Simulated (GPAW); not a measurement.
## Sensitivity of a calculation on Sr2Co2O5 (P1, 9 atoms in the cell) to its settings

```
Sr2Co2O5
1.0
    5.61615     0.00000     0.00000
   -0.15473     5.64284     0.00000
   -2.76904    -2.71299     4.13074
Sr Co O
2 2 5
Direct
  0.34700   0.89114   0.61006
  0.83864   0.39106   0.60935
  0.09805   0.08913   0.07097
  0.62901   0.68853   0.16205
  0.34822   0.41694   0.24719
  0.83368   0.89163   0.61604
  0.69106   0.37900   0.95311
  0.30993   0.80990   0.00849
  0.92171   0.99433   0.23172
```
Moments meant for the start (each program seeds them in its own way; μB, in the order of the atoms Sr Sr Co Co O O O O O): 0.0 0.0 3.0 3.0 0.0 0.0 0.0 0.0 0.0.

Base run A: LDA (Perdew-Wang 92)+U, GPAW PAW datasets LDA (gpaw-data 1.0.1) run with GPAW, self-consistent single point.

Its settings: spinpol = true; mode = pw; ecut = 900 eV; xc = LDA; setups = {Co: :d,3.32}; kpts = 3 3 4; mesh shift (steps) = 0 0 0; occupations.name = marzari-vanderbilt; occupations.width = 0.272 eV; nbands = -17; convergence.density = 1e-05 e/electron; symmetry.symmorphic = false; symmetry.tolerance = 0.0005; maxiter = 150.

The starting cell comes from a database of computed structures (which also holds hypothetical and non-ambient phases and stackings), without a prior relaxation at this level. The magnetic order is the one reached from the typed start; others were not searched systematically. With U or open f shells several self-consistent states can exist. Without a gap this mesh is coarse (it stands for a supercell whose shortest vector is 17 Å).

ΔF is the free energy per atom less that of run A. 

| run | kpts, ecut | ΔF (meV/atom) | largest force (eV/Å) | size of the net moment (μB/atom) | k-points |
|---|---|---|---|---|---|
| A | 3 3 4, 900 eV | 0.00 | 0.317 | 0.88 | 19 |
| B | 3 3 3, 900 eV | -0.06 | 0.318 | 0.88 | 14 |
| C | 3 3 4, 450 eV | 565.0 | 0.282 | 0.88 | 19 |

Run C against A: The free energy rises by 565 meV/atom, the largest force goes from 0.317 to 0.282 eV/Å and the size of the net moment stays at 0.88 μB/atom.

Run B against A: The free energy hardly moves (within 1 meV/atom), the largest force hardly changes (0.317 to 0.318 eV/Å) and the size of the net moment stays at 0.88 μB/atom.
